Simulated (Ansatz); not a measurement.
The starting structures come from a database of crystals and need not be the phases stable at ambient conditions.

Inside the gap of an insulator the Bloch states are evanescent, with a wavenumber k + iκ along the transport direction.

Consider the following.

```xyz
20
Lattice="4.2630 0.0000 0.0000 0.0000 10.9020 0.0000 0.0000 0.0000 10.0525" Properties=species:S:1:pos:R:3 pbc="T T T"
Ba     3.1973     7.3379     7.5107
Ba     1.0658     3.5641     2.5418
Ba     1.0658     1.8869     7.5680
Ba     3.1973     9.0150     2.4845
Zn     1.0658     0.5489     4.0236
Zn     3.1973    10.3530     6.0289
Zn     3.1973     5.9999     1.0026
Zn     1.0658     4.9021     9.0499
Zn     1.0658     9.6200     9.5793
Zn     3.1973     1.2820     0.4732
Zn     3.1973     4.1690     5.4994
Zn     1.0658     6.7329     4.5531
As     1.0658     5.0056     6.5204
As     3.1973     5.8963     3.5322
As     3.1973    10.4566     8.5584
As     1.0658     0.4453     1.4941
As     1.0658     9.1702     5.2461
As     3.1973     1.7318     4.8064
As     3.1973     3.7192     9.8327
As     1.0658     7.1828     0.2198
```

Space group of this cell: Pnma. The cell is taken as given; by PBEsol its mean pressure is -2.2 GPa.

Transport runs along the normal of the first two printed cell vectors.

The gap is the functional's own, uncorrected, and κ follows it; spin-orbit coupling is left out. Mid-gap values are interpolated between the computed energies.

Q: Give the band gap and the smallest decay constant κ at mid-gap that PBEsol (Ansatz, a quantum-chemistry and plane-wave program) yields.

A: Gap 0.21 eV on a 8×4×4 mesh; κ = 0.030 1/Å, at the zone centre.
